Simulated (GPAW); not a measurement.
GPAW run on RbMg₆Zr (Amm2, 8 atoms in the cell): self-consistent single point.

Method of the run: PBEsol, GPAW PAW datasets PBEsol (made by gpaw-setup) (plane waves; GPAW).

The change in words: lattice scaled by 0.98. Reference geometry:
```yaml
crystal:
  lattice:
    - [5.25008, 0.00000, 0.00000]
    - [0.00000, 3.42191, 5.82810]
    - [0.00000, -3.42191, 5.82810]
  atoms:
    - { symbol: Rb, position: [0.50000, 0.58578, 0.58578] }
    - { symbol: Mg, position: [0.00000, 0.93877, 0.40149] }
    - { symbol: Mg, position: [0.00000, 0.40149, 0.93877] }
    - { symbol: Mg, position: [0.00000, 0.40094, 0.40094] }
    - { symbol: Mg, position: [0.50000, 0.60530, 0.07648] }
    - { symbol: Mg, position: [0.50000, 0.07648, 0.60530] }
    - { symbol: Mg, position: [0.50000, 0.07528, 0.07528] }
    - { symbol: Zr, position: [0.00000, 0.91594, 0.91594] }
```

Reference input (self-consistent single point, DFT PBEsol, plane waves, GPAW PAW datasets PBEsol (made by gpaw-setup)): mode = pw; ecut = 850 eV; xc = PBEsol; kpts = 4 3 3; mesh shift (steps) = 0 0 0; occupations.name = fermi-dirac; occupations.width = 0.1 eV; nbands = -16; convergence.forces = 0.001 eV/Å; symmetry.symmorphic = false; symmetry.tolerance = 0.0005; maxiter = 120. This run's input differs from it in these lines:

```diff
@@ -5,5 +5,5 @@
 atoms = Atoms(['Rb', 'Mg', 'Mg', 'Mg', 'Mg', 'Mg', 'Mg', 'Zr'],
-              cell=[[5.250080, 0.000000, 0.000000],
-                    [0.000000, 3.421910, 5.828100],
-                    [0.000000, -3.421910, 5.828100]],
+              cell=[[5.145078, 0.000000, 0.000000],
+                    [0.000000, 3.353472, 5.711538],
+                    [0.000000, -3.353472, 5.711538]],
               scaled_positions=[[0.500000, 0.585780, 0.585780],
```

Output, abridged:

```
     iter     time        total  log10-change:
                         energy   eigst   dens  force
iter:   1 --:--:--   -18.761828
iter:   2 --:--:--   -18.600269   -0.40  -1.35
iter:   3 --:--:--   -18.277668   -1.16  -1.43
iter:   4 --:--:--   -18.069819   -1.63  -1.57
iter:   5 --:--:--   -18.084568   -1.87  -1.82
iter:   6 --:--:--   -18.072555c  -2.82  -2.17
iter:   7 --:--:--   -18.044712c  -2.91  -2.10
iter:   8 --:--:--   -18.043053c  -4.36  -2.82
iter:   9 --:--:--   -18.041615c  -4.23  -2.91
iter:  10 --:--:--   -18.041746c  -4.95  -3.28
iter:  11 --:--:--   -18.041595c  -6.11  -3.40
iter:  12 --:--:--   -18.041410c  -5.47  -3.44
iter:  13 --:--:--   -18.041404c  -6.47  -3.92
iter:  14 --:--:--   -18.041412c  -6.88  -4.01c
iter:  15 --:--:--   -18.041403c  -7.00  -4.11c
iter:  16 --:--:--   -18.041402c  -7.91c -4.20c
iter:  17 --:--:--   -18.041395c  -7.73c -4.22c -2.21
iter:  18 --:--:--   -18.041385c  -7.61c -4.28c -2.43
iter:  19 --:--:--   -18.041397c  -7.48c -4.44c -2.62
iter:  20 --:--:--   -18.041397c  -8.33c -4.55c -2.89
iter:  21 --:--:--   -18.041399c  -8.40c -4.60c -2.91
iter:  22 --:--:--   -18.041403c  -8.53c -4.66c -2.67
iter:  23 --:--:--   -18.041402c  -9.12c -4.96c -3.24c
Converged after 23 iterations.

Dipole moment: (-0.000000, -0.000000, 9.498612) |e|*Ang

Energy contributions relative to reference atoms: (reference = -211516.894589)

Kinetic:         -2.348680
Potential:      +12.622200
External:        +0.000000
XC:             -28.254260
Entropy (-ST):   -0.195557
Local:           +0.037118
SIC:             +0.000000
--------------------------
Free energy:    -18.139180
Extrapolated:   -18.041402

Showing only first 2 kpts
 Kpt  Band  Eigenvalues  Occupancy
  0    38      3.37369    1.99980
  0    39      3.85068    1.97671
  0    40      4.42419    0.43043
  0    41      4.45100    0.34675

  1    38      3.91447    1.95638
  1    39      4.22167    1.35023
  1    40      4.78645    0.01454
  1    41      4.88519    0.00544

Fermi level: 4.29481

No gap
   [... lines left out ...]
  2 Mg    0.00000    0.05681   -0.02461
  3 Mg    0.00000    0.00000    0.14228
  4 Mg    0.00000   -0.03657   -0.05698
  5 Mg    0.00000    0.03657   -0.05698
  6 Mg    0.00000    0.00000    0.04852
  7 Zr    0.00000    0.00000   -0.00197

Stress tensor:
    -0.008545     0.000000     0.000000
     0.000000    -0.004127     0.000000
     0.000000     0.000000    -0.005391
Stress (GPa, Voigt): [-1.369  -0.6612 -0.8637  0.      0.      0.    ]
```

The run converged in 23 iterations. GPAW prints stress with tension positive. Against the reference run the free energy drops by 1.3 meV/atom, the pressure goes from -1.14 to 0.96 GPa and the largest force goes from 0.083 to 0.142 eV/Å.

The starting cell comes from a database of computed structures (which also holds hypothetical and non-ambient phases and stackings), without a prior relaxation at this level. For this run, on top of that: lattice scaled by 0.98.

Cost on one core of a shared machine: roughly 4 min.
